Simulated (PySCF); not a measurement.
PySCF 2.14.0, PBE/def2-svp, df: Ge(F)2(SeH)2 ([F][Ge]([F])([SeH])[SeH]), 7 atoms. The geometry is a generated start, not checked to be a minimum at this level.

```
Item                           Value
-------------------  ---------------
task                          energy
method                           pbe
basis                       def2-svp
two-electron scheme  density fitting
mol.max_memory               3000 MB
mf.max_cycle                     100
mf.diis_space            8 (default)
mf.conv_tol          1e-09 (default)
mf.grids.level           3 (default)
basis functions                  134
grid points                   109632
```

```xyz
7

F     -1.2758    -1.7553     0.6616
Ge    -0.5996    -0.2063     0.1318
F     -2.1529     0.6495     0.0494
Se     0.2875    -0.5678    -2.0468
Se     0.6431     0.8132     1.8850
H      1.2013     0.5520    -1.8973
H      1.8963     0.5146     1.2163
```

With the defaults (mf.DIIS = CDIIS, mf.diis = true, mf.diis_damp = 0, mf.init_guess = minao, mf.level_shift = 0, mf.damp = 0, mf.diis_start_cycle = 1) it converges in 14 Fock builds. One run each on 2 threads, 1 BLAS thread, with these changes:
- mf.init_guess = huckel
- mf.diis_damp = 0.3
- mf.diis = false, mf.damp = 0.7, mf.diis_start_cycle = 999
- mf.damp = 0.3, mf.diis_start_cycle = 4
- mf.diis = false
- mf.level_shift = 0.3 Hartree
- mf.level_shift = 0.1 Hartree
- mf.init_guess = atom
- mf.DIIS = EDIIS

Problem. Which of these changes keep the SCF from converging, or lead it to another solution?

Solution. No convergence: mf.DIIS = EDIIS; mf.diis = false (the run ends without SCF convergence in 100 cycles). The rest reach the solution of the defaults.

| setting | Fock builds | end |
|---|---|---|
| mf.diis_damp = 0.3 | 12 | same solution |
| mf.level_shift = 0.1 Hartree | 13 | same solution |
| the defaults | 14 | same solution |
| mf.init_guess = atom | 14 | same solution |
| mf.level_shift = 0.3 Hartree | 17 | same solution |
| mf.init_guess = huckel | 17 | same solution |
| mf.damp = 0.3, mf.diis_start_cycle = 4 | 20 | same solution |
| mf.diis = false, mf.damp = 0.7, mf.diis_start_cycle = 999 | 23 | same solution |
| mf.DIIS = EDIIS | 101 | no convergence |
| mf.diis = false | 101 | no convergence |
